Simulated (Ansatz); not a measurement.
For SnGe (model structure, started from the litharge type, P4/nmm, No. 129, 4 atoms in the cell), PBEsol (PAW; Ansatz, a program for electronic structure) gives:

- equilibrium lattice constant a: 4.009 Å
- c axis length: 5.877 Å
- formation enthalpy: 0.149 eV/atom

Q: What does PBE-D3(BJ) in Ansatz (plane waves, PAW) give for the same quantities?

A: 
- lattice constant a: 4.034 Å (rises by 0.6 %)
- lattice parameter c: 5.864 Å (drops by 0.2 %)
- formation enthalpy: 0.148 eV/atom (stays essentially unchanged)

Changes are worked out from the printed values.

Unless a cell is named, each level is at its own relaxed cell (PBEsol 23.62, PBE-D3(BJ) 23.85 Å³/atom).

Levels without +SOC leave out spin–orbit coupling, which shifts energies and cells of such heavy elements.

Caveats: a distance lies near a switch of the dispersion term, which can move the cell (PBE-D3(BJ)). Ansatz's density-functional and Hartree–Fock values are scalar-relativistic unless marked +SOC, with PAW data made under PBE.

A model structure was made by putting elements into a prototype or built by hand; it is no filed structure, need not be a known phase, and can be a saddle point held by its symmetry.
